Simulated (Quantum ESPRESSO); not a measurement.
Quantum ESPRESSO is run on Sr2HfO4 (I4/mmm, 7 atoms in the cell), and the run fails. The aim is a self-consistent single point with DFT, PBEsol, plane waves, GBRV 1.5 ultrasoft (PBESOL) pseudopotentials.

Cell that was meant: a = 7.0895 Å, b = 7.0895 Å, c = 7.0895 Å, α = 48.70°, β = 33.90°, γ = 33.90°.

Part of the input:

```fortran
 celldm(1) = 7.8113908060,
 celldm(3) = 3.125086304707,
 nat = 7,
 ntyp = 4,
 ecutwfc = 40,
 ecutrho = 320,
 occupations = 'smearing',
```

Output (repeated stretches shortened):

```
     This program is part of the open-source Quantum ESPRESSO suite
     for quantum simulation of materials; please cite

 %%%%%%%%%%%%%%%%%%%%%%%%%%%%%%%%%%%%%%%%%%%%%%%%%%%%%%%%%%%%%%%%%%%%%%%%%%%%%%
     Error in routine  card_atomic_species (5010):
     cannot read atomic specie from: ATOMIC_POSITIONS crystal
 %%%%%%%%%%%%%%%%%%%%%%%%%%%%%%%%%%%%%%%%%%%%%%%%%%%%%%%%%%%%%%%%%%%%%%%%%%%%%%

     stopping ...
```

Question: From the messages shown, name the fault and mend the input.

Answer: The fault is a species count that does not match the list of species. The number of species decides how many lines of the species card are read. To fix it, make the count match the list. The program stopped before any SCF iteration.

An input that runs soundly differs in these lines (not the only fix; some lines may just follow from the change or write a value another way):
```diff
- ntyp = 4,
+ ntyp = 3,
```

With that input, the run converged in 12 iterations: free energy E − TS -5831.9486 eV; top of the valence band (on the code's own zero) 8.02 eV; gap on the k-point mesh 3.59 eV; pressure -6.27 GPa; largest force (vector length) 0.164 eV/Å (DFT, PBEsol, plane waves, GBRV 1.5 ultrasoft (PBESOL) pseudopotentials).

On the sound input: the starting cell comes from a database of computed structures (which also holds hypothetical and non-ambient phases and stackings), without a prior relaxation at this level. Its lattice was rescaled by a random factor within 2.5 % of one. Spin-orbit coupling is off. With a pressure of about -6 GPa the cell is away from its equilibrium volume at this level.
